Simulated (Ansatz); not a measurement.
CsCl-type CoGa, treated with r²SCAN (Ansatz, a first-principles code, PAW).

Numerical settings: plane-wave cutoff 600 eV, 16×16×16 k mesh, Fermi–Dirac smearing 0.1 eV, finite displacements, no spin polarisation, scalar-relativistic PAW data made under PBE.

The cell has the measured lattice parameters. Conventional cell: a = 2.8780 Å, b = 2.8780 Å, c = 2.8780 Å, α = 90.00°, β = 90.00°, γ = 90.00°.

```cif
data_CoGa
_chemical_formula_sum 'Ga1 Co1'
_space_group_name_H-M_alt 'Pm-3m'
_space_group_IT_number 221
_space_group_name_Hall '-P 4 2 3'
_cell_length_a 2.87800
_cell_length_b 2.87800
_cell_length_c 2.87800
_cell_angle_alpha 90.000
_cell_angle_beta 90.000
_cell_angle_gamma 90.000
loop_
_atom_site_label
_atom_site_type_symbol
_atom_site_symmetry_multiplicity
_atom_site_Wyckoff_symbol
_atom_site_fract_x
_atom_site_fract_y
_atom_site_fract_z
_atom_site_occupancy
Ga1 Ga 1 b 0.50000 0.50000 0.50000 1
Co1 Co 1 a 0.00000 0.00000 0.00000 1
```

Harmonic phonon frequencies (cm⁻¹; i marks an imaginary mode):

| q point | frequencies |
|---|---|
| Γ | 0 0 0 226 226 226 |
| X | 160 160 162 162 230 234 |
| M | [?] |

Task: Fill in the missing entries.

Result: 
- M, frequencies: 128 128 154 192 270 270

No imaginary mode appears at these points.

Note: the cell isn't this level's own, so it is under some stress, which shifts stiffness and frequencies.
